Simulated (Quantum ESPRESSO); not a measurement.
A user runs Quantum ESPRESSO on CuAsS (Pnma, 12 atoms in the cell) and asks whether the run is sound. The aim is a self-consistent single point with DFT, LDA (PZ), plane waves, PSlibrary ultrasoft (LDA) pseudopotentials.

Cell that was meant: a = 11.3277 Å, b = 3.7816 Å, c = 5.3936 Å, α = 90.00°, β = 90.00°, γ = 90.00°.

Part of the input:

```fortran
   occupations = 'smearing'
   smearing = 'gaussian'
   degauss = 0.019992
   tot_charge = -1
/
&electrons
   conv_thr = 1.0d-10
```

The program printed (abridged):

```
     file Cu.pz-dn-rrkjus_psl.1.0.0.UPF: wavefunction(s)  3D renormalized
     Message from routine setup:
   [... lines left out ...]
        k(    1) = (   0.0000000   0.0000000   0.0000000), wk =   0.0416667
        k(    2) = (   0.0000000   0.0000000   0.5250532), wk =   0.0833333
        k(    3) = (   0.0000000   0.0000000  -1.0501064), wk =   0.0416667
   [... 21 lines left out ...]

     Dense  grid:   157929 G-vectors     FFT dimensions: ( 128,  48,  60)

     Smooth grid:    85853 G-vectors     FFT dimensions: ( 108,  36,  50)

     Initial potential from superposition of free atoms

     starting charge      87.9984, renormalised to      89.0000
     Self-consistent Calculation

     iteration #  1     ecut=    55.00 Ry     beta= 0.30

     total energy              =    -654.59305018 Ry
     estimated scf accuracy    <       1.20077229 Ry

     iteration #  2     ecut=    55.00 Ry     beta= 0.30

     total energy              =    -654.94603750 Ry
     estimated scf accuracy    <       0.62272120 Ry

     iteration #  3     ecut=    55.00 Ry     beta= 0.30

     total energy              =    -654.99317433 Ry
     estimated scf accuracy    <       0.04696108 Ry

   [... 9 blocks of this kind left out ...]

     iteration # 13     ecut=    55.00 Ry     beta= 0.30

     total energy              =    -655.00173170 Ry
     estimated scf accuracy    <          2.7E-10 Ry

     iteration # 14     ecut=    55.00 Ry     beta= 0.30
     End of self-consistent calculation

     the Fermi energy is     7.9470 ev

!    total energy              =    -655.00173170 Ry
     estimated scf accuracy    <          4.2E-11 Ry
     smearing contrib. (-TS)   =      -0.00592722 Ry
     internal energy E=F+TS    =    -654.99580448 Ry

     convergence has been achieved in  14 iterations

     Forces acting on atoms (cartesian axes, Ry/au):

     atom    1 type  1   force =    -0.00110062    0.00000000    0.00030149
     atom    2 type  1   force =     0.00110062   -0.00000000   -0.00030149
     atom    3 type  1   force =     0.00110062    0.00000000    0.00030149
     atom    4 type  1   force =    -0.00110062    0.00000000   -0.00030149
   [... lines left out ...]

     Total force =     0.073199     Total SCF correction =     0.000004

          total   stress  (Ry/bohr**3)                   (kbar)     P=       58.76
   0.00048045   0.00000000   0.00000000           70.68        0.00        0.00
   0.00000000   0.00042007   0.00000000            0.00       61.79        0.00
   0.00000000   0.00000000   0.00029779            0.00        0.00       43.81

   JOB DONE.
```

Task: Is this run sound? If not, what is wrong?

Result: The run is not sound. The fault is an unintended net charge. A charged periodic cell changes the electron count and is neutralised by a uniform background, so energy, forces and pressure belong to another system. To fix it, remove the charge. The run converged in 14 iterations without an error; against the sound input the pressure goes from -3.57 to 5.88 GPa and the largest force goes from 0.363 to 0.706 eV/Å. The full log also holds: “c_bands:  1 eigenvalues not converged”.

An input that runs soundly differs in these lines (not the only fix; some lines may just follow from the change or write a value another way):
```diff
-   tot_charge = -1
```

With that input, the run converged in 13 iterations: free energy E − TS -8919.4028 eV; Fermi level (on the code's own zero) 7.31 eV; pressure -3.57 GPa; largest force (vector length) 0.363 eV/Å (DFT, LDA (PZ), plane waves, PSlibrary ultrasoft (LDA) pseudopotentials).

On the sound input: the starting cell comes from a database of computed structures (which also holds hypothetical and non-ambient phases and stackings), without a prior relaxation at this level. Spin polarisation is off. With a pressure of about -4 GPa the cell is away from its equilibrium volume at this level. The run gives no clean gap (levels at the Fermi energy touch, overlap or are partly filled at this smearing), which alone does not show that the compound is a metal.
